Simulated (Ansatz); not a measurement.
Results of PBE-D3(BJ) in Ansatz (PAW) for Be4H (model structure, P-3m1, No. 164, 5 atoms in the cell).

Input file:

Ansatz 0.2 input:
```yaml
crystal:
  lattice:
    - [2.1982159686, 0.0000002795, 0.0]
    - [-1.0991082264, 1.903710732, 0.0]
    - [0.0, 0.0, 8.4324015556]
  atoms:
    - { symbol: Be, position: [0.3333333333, 0.6666666667, 0.6747118246] }
    - { symbol: Be, position: [0.6666666667, 0.3333333333, 0.8931735793] }
    - { symbol: Be, position: [0.3333333333, 0.6666666667, 0.1068264207] }
    - { symbol: Be, position: [0.6666666667, 0.3333333333, 0.3252881754] }
    - { symbol: H, position: [0.0, 0.0, 0.5] }
basis:
  ecutwfc: 520
  ecutrho_ratio: 4
  xc_grid: 2
kpoints:
  mp_grid: { grid: [30, 30, 8] }
hamiltonian:
  xc: pbe
  dispersion: d3bj
  pseudopotentials: { kind: paw }
scf:
  occupations: { method: fermi_dirac, width: 0.05 }
output:
  forces: true
  stress: true
  eigenvalues: true
relax:
  f_tol: 0.004
  escape_saddle: false
  max_steps: 80
  cell: { stress_tol: 0.02, fix: [volume] }
```

Output (set-up and result lines):

```
Relaxation: its limit of steps is 80 (relax.max_steps)
Crystal: 5 atoms, lattice volume = 35.288 Å³
Basis set: ecut = 520 eV, 925 PW (Γ), exchange–correlation on 36×36×128 points (8 copies of the dense FFT grid, shifted against one another)
Bands: 10, of which v1, the nominal top of the filled ones, is band 5 counted from 1 (4 counted from 0)
Symmetry: 12 space group operations
Space group: P-3m1 (ITA 164), of the structure as read, at distance tolerance 3.3e-5 Å
k-points: 680 of 7200
Functional: x = pbe(κ = 0.804, μ = 0.2195149727645171), c = pbe(β = 0.06672455060314922)
SCF iter   1: F=—  HF=-387.103506 eV  |F-HF|=—  |Δ(HF+E_count)|=         —  Δρ=4.59e-3  dr2=1.43e-2
SCF iter   2: F=—  HF=-387.102805 eV  |F-HF|=—  |Δ(HF+E_count)|=   7.01e-4  Δρ=2.97e-3  dr2=7.36e-3
  ...
WARN: dispersion: an atom stands within reach of a switch of its C6 between two reference coordination numbers of its element …
SCF 1 converged in 6 iterations: F = -387.101761 eV  dr2 = 2.46e-8
Crystal: 5 atoms, lattice volume = 35.288 Å³
Initial density: handed on by an earlier stage of this run
  ...
SCF 2 converged in 6 iterations: F = -387.102229 eV  dr2 = 8.13e-10
Crystal: 5 atoms, lattice volume = 35.288 Å³
WARN: dispersion: an atom stands within reach of a switch of its C6 between two reference coordination numbers of its element …
SCF 3 converged in 6 iterations: F = -387.102250 eV  dr2 = 7.54e-12
Crystal: 5 atoms, lattice volume = 35.288 Å³
WARN: dispersion: an atom stands within reach of a switch of its C6 between two reference coordination numbers of its element …
SCF 4 converged in 6 iterations: F = -387.102251 eV  dr2 = 4.81e-13
Crystal: 5 atoms, lattice volume = 35.288 Å³
SCF iter   8: F=-387.102251 eV  HF=-387.102251 eV  |F-HF|=0.00e0  |Δ(HF+E_count)|=  4.55e-13  Δρ=4.88e-10  dr2=6.35e-17
SCF iter   9: F=-387.102251 eV  HF=-387.102251 eV  |F-HF|=5.68e-14  |Δ(HF+E_count)|=  5.68e-14  Δρ=5.65e-11  dr2=1.12e-18
WARN: dispersion: an atom stands within reach of a switch of its C6 between two reference coordination numbers of its element …
SCF 5 converged in 9 iterations: F = -387.102251 eV  dr2 = 1.12e-18
SCF converged after 9 iterations
Free energy (F): -387.102251 eV
Internal energy: -387.091936 eV  (E = F + TS)
E sigma→0 (E₀):  -387.097094 eV
Fermi energy:    7.355156 eV
--- Forces (eV/Å), atoms counted from 1 ---
  atom   1  Be     0.00000000     0.00000000     0.00002897
  atom   2  Be    -0.00000000    -0.00000000    -0.00005511
  atom   3  Be     0.00000000     0.00000000     0.00005511
  atom   4  Be    -0.00000000    -0.00000000    -0.00002897
  atom   5  H     -0.00000000     0.00000000     0.00000000
--- Stress (GPa, compression-positive) ---
       -1.889277       0.000000      -0.000000
        0.000000      -1.889277      -0.000000
       -0.000000      -0.000000      -1.887863
  P = ⅓ Tr σ = -1.8888 GPa (-18.888 kbar)
```

The cell is one volume of an energy–volume scan, off the minimum.

Note: a distance lies near a switch of the dispersion term, which can move the cell. Note: the relaxation could raise the start's symmetry but not lower it, so the cell can be a saddle point.

A model structure was made by putting elements into a prototype or built by hand; it is no filed structure, need not be a known phase, and can be a saddle point held by its symmetry.

Ansatz is a first-principles code.
